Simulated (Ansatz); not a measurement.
Functionals compared on SiH3 on the 1x1 (111) surface of fcc Al, one in a 2x2 cell, started at the site 'top Al', in Ansatz (plane waves, PAW). The structure was relaxed with PBE; the other rows are single points on it, each with its references at the same level. Cutoff 420 eV (500 eV for r2SCAN).

Set-up: 20 atoms, 7.0 Å thick at the start under the adsorbate (thin: gaps and levels are the slab's own); mesh 6x6x1; 0.1 eV smearing; dipole correction on; 8 atoms held, the rest relaxed; symmetry of the start imposed; spin-polarised, no spin-orbit, no U, no dispersion correction. The starting moment vanished. At the end it is bonded to Al. In PBE it is, or lies within 0.03 eV of, the lowest of the starts that converged. These notes are the PBE run's. r2SCAN: The program's check for a lower electronic state was not made. Adsorption energies are against SiH4(g) − ½ H2(g). A negative adsorption energy means that the adsorbate is more stable on the surface than in its reference.

```csv
functional,adsorption energy (eV),work function of the top face (eV),change of the work function (eV),magnetic moment of the cell (μB),rough cost of the single point
PBE,0.02,4.87,0.84,0.00,–
RPBE,0.14,4.83,0.87,0.00,about 70 core-seconds (a rough figure)
r2SCAN,0.01,4.95,0.87,0.00,around 3 core-minutes (rough)
```

Ansatz is a quantum-chemistry and plane-wave program.
